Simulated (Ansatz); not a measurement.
**Point defect Mg on the Ga site + N vacancy (Mg_Ga+V_N) in metastable zinc-blende GaN**

Level of theory: PBE, PAW (plane waves to 420 eV; Ansatz, an electronic-structure program). Cell: 64 sites, 2×2×2; final energies on a 2×2×2 shifted mesh. Sites at the start: the Ga site; N 1.97 Å away. Energies of charged states are corrected for periodic images (point charge plus alignment at distant sites). Dielectric constants: PBE linear response of the host. Host gap at this level: 1.54 eV. These values are not converged in cell size to better than tenths of an eV. Levels are measured in PBE's own, too narrow, gap. Spin–orbit coupling is left out. Each state is the lowest found from its start.

| charge | moment (μB) | largest move off a lattice site (Å) | image correction with alignment (eV) |
|---|---|---|---|
| +2† | not spin-polarised | 0.39 | 0.24 |
| +1† | 1.0 | 0.18 | -0.03 |
| 0 | not spin-polarised | 0.07 | 0.00 |

† Not settled in this cell, so no level is given: charge +2: carriers not clearly localised; charge +1: carriers not clearly localised.

Flagged in the runs: a strain field that reaches the edge of the cell.

All states together cost roughly 50 core-minutes.
